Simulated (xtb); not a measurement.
xtb 6.7.1, GFN2-xTB: V(NH)(OiPr)(Me)2 (CC(C)[O][V]([CH3])([CH3])=[NH]), 22 atoms. The geometry is a generated start, not checked to be a minimum at this level.

```yaml
method: GFN2-xTB
"--acc": 1 (default)
"--etemp (K)": 300 (default)
detailed input (--input): "none: ANC optimiser, Lindh (1995) Hessian, microcycle=20, maxdispl=1.0, hlow=0.01 (default)"
basis_functions: 52
valence_electrons: 50
```

```xyz
22

V     -0.8621    -0.2276     0.7748
N     -1.6812    -1.4577     0.1775
H     -2.0957    -2.1990    -0.3869
O      0.2123     0.5843    -0.1168
C      0.9387     0.7534    -1.2637
C      0.4628    -0.2588    -2.3154
C      2.4346     0.5733    -0.9672
H      0.7686     1.7796    -1.6450
H      0.5969    -1.2662    -1.9170
H      1.0257    -0.1487    -3.2380
H     -0.5982    -0.1014    -2.5126
H      2.7616     1.3137    -0.2402
H      2.5973    -0.4220    -0.5546
H      3.0195     0.6893    -1.8750
C     -2.3316     1.0586     1.2803
H     -3.0259     0.5898     1.9861
H     -2.9181     1.4607     0.4508
H     -1.8398     1.9011     1.7859
C      0.0218    -1.0620     2.3868
H      0.3043    -2.1161     2.3306
H     -0.7089    -0.9557     3.2015
H      0.9176    -0.4888     2.6580
```

Charge 0 and multiplicity 1 are set for this test and not shown to be the ground state.

The structure is relaxed from this start with --opt LEVEL for the levels crude, sloppy, loose, lax, normal, tight, vtight, extreme, once each. Up to the end of the extreme run atoms move by at most 2.0 Å along an axis.

Question: What is the loosest level that ends within 1 meV of the extreme run, and how many cycles does it take?

Answer: tight: 94 cycles against 122, ending 0.58 meV above.

```tsv
level	cycles	energy above the extreme run (meV)	gradient norm (eV/Å)
crude	1	48	0.12
sloppy	1	48	0.12
loose	1	48	0.12
lax	1	48	0.12
normal	84	1.5	0.010
tight	94	0.58	0.0053
vtight	122	under 0.01	0.0019
extreme	122	—	0.0019
```
